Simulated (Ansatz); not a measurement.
For SiC (model structure, started from the CsCl type, Pm-3m, No. 221, 2 atoms in the cell), PBE (Ansatz, a quantum-chemistry and plane-wave program, plane waves, PAW) gives:

| Item | Value |
|---|---|
| lattice parameter a | 2.642 Å |
| enthalpy of formation | 1.872 eV/atom |

Q: What does r²SCAN in Ansatz (PAW) give for the same quantities?

A: 
- lattice constant a: 2.619 Å (drops by 0.9 %)
- formation enthalpy: 2.043 eV/atom (rises by 0.171 eV/atom)

Changes are worked out from the printed values.

Unless a cell is named, each level is at its own relaxed cell (PBE 9.22, r²SCAN 8.99 Å³/atom).

Ansatz's density-functional and Hartree–Fock values are scalar-relativistic unless marked +SOC, with PAW data made under PBE.

A model structure was made by putting elements into a prototype or built by hand; it is no filed structure, need not be a known phase, and can be a saddle point held by its symmetry.
